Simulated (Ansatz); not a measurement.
**Hypothetical rock salt BAs: pressure series**

Base system: BAs in the rock salt structure (space group Fm-3m, No. 225; a hypothetical phase, not in the database extracts checked).

```
BAs
1.0
    0.00000     2.28329     2.28329
    2.28329     0.00000     2.28329
    2.28329     2.28329     0.00000
As B
1 1
Direct
  0.00000   0.00000   0.00000
  0.50000   0.50000   0.50000
```

Cell and atoms are relaxed at each pressure.

All numbers come from plane-wave PAW DFT at the PBEsol level (Ansatz, a quantum-chemistry and plane-wave program, 420 eV), scalar-relativistic without spin-orbit coupling.

```tsv
P (GPa)	V (Å³/atom)
-1.99	12.076
-0.99	11.988
0.30	11.879
0.70	11.846
1.50	11.782
3.00	11.667
5.00	11.522
7.50	11.353
10.00	11.195
```

Question: Fit a third-order Birch–Murnaghan equation of state.

Answer: Least squares on P(V) = (3B₀/2)[(V₀/V)^(7/3) − (V₀/V)^(5/3)]·[1 + (3/4)(B₀′ − 4)((V₀/V)^(2/3) − 1)] gives V₀ = 11.90 Å³/atom, B₀ = 143 GPa and B₀′ = 4.3.

Load acts through the strain it causes; cell and atoms are relaxed under it. No phonon test of stability was made. No other phases were tried under pressure. The final runs are not spin-polarised.
